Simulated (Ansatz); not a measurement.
Problem. Name crystals whose electron-phonon coupling λ lies between 0.2 and 0.31 and whose logarithmic mean phonon energy lies between 13.8 and 21 meV, by PBEsol, DFPT electron-phonon coupling, linearised Boltzmann equation (Ansatz, a program for electronic structure).

Solution. Many crystals can fit; among those computed here:
- TiRe (Pm-3m): 0.30, 19.9 meV
- W (Im-3m): 0.30, 19.2 meV
- YRh$_{3}$B (Pm-3m): 0.25, 17.2 meV
- ZrW$_{2}$ (Fd-3m): 0.22, 17.4 meV
- LuRh$_{3}$B (Pm-3m): 0.25, 17.2 meV

Metals; harmonic phonons. Halving the electron mesh moves these values by up to 5 %; q meshes are mostly untested. Some of the runs warned that the eigensolver left states short of its tolerance. Spin-orbit coupling is left out.

Formula and space group known from diffraction (Crystallography Open Database), not checked to be the room-temperature form: LuRh3B (Pm-3m), TiRe (Pm-3m), YRh3B (Pm-3m), ZrW2 (Fd-3m). The missing spin-orbit coupling matters most for LuRh3B (Pm-3m), TiRe (Pm-3m), W (Im-3m), ZrW2 (Fd-3m).
